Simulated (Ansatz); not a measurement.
Troubleshooting Ansatz (a quantum-chemistry and plane-wave program): a failed run on MoAs (P6_3/mmc, 4 atoms in the cell). The aim is a self-consistent single point with DFT, PBE, plane waves, default PAW files.

Cell that was meant: a = 4.0376 Å, b = 4.0376 Å, c = 5.6274 Å, α = 90.00°, β = 90.00°, γ = 120.00°.

Part of the input:

```yaml
crystal:
  cell:
    - [4.037591, 0.000000, 0.000000]
    - [-2.018796, 3.496657, 0.000000]
    - [0.000000, 0.000000, 5.627414]
```

The program printed (abridged):

```
Error: YAML parse error: error: line 2 column 3: unknown field `cell`, expected one of checkpoint, saddle_side, structure_sha256, lattice, periodic, space_group, setting, atoms, reduce_to_primitive, conventional_axes, supercell, defects, symmetry, host
 --> <input>:2:3
  |
1 | crystal:
2 |   cell:
  |   ^ unknown field `cell`, expected one of checkpoint, saddle_side, structure_sha256, lattice, periodic, space_group, setting, atoms, reduce_to_primitive, [...]
3 |     - [4.037591, 0.000000, 0.000000]
4 |     - [-2.018796, 3.496657, 0.000000]
  |
```

Q: From the messages shown, name the fault and mend the input.

A: The program does not know the word cell. To fix it, write lattice. The program stopped before any SCF iteration.

The sound input it was made from differs as follows (other fixes are possible):
```diff
-  cell:
+  lattice:
```

With that input, the run converged in 7 iterations: free energy E − TS (on the zero of these files) -19623.5273 eV; Fermi level (on the code's own zero) 13.58 eV; pressure -14.08 GPa (DFT, PBE, plane waves, default PAW files).

On the sound input: the starting cell was generated: these elements placed on a structure prototype, without a prior relaxation; it need not be a known phase or ordering of this composition. Spin polarisation is off. With a pressure of about -14 GPa the cell is away from its equilibrium volume at this level. Ansatz's pressure includes its estimate of the finite-basis (Pulay) stress.
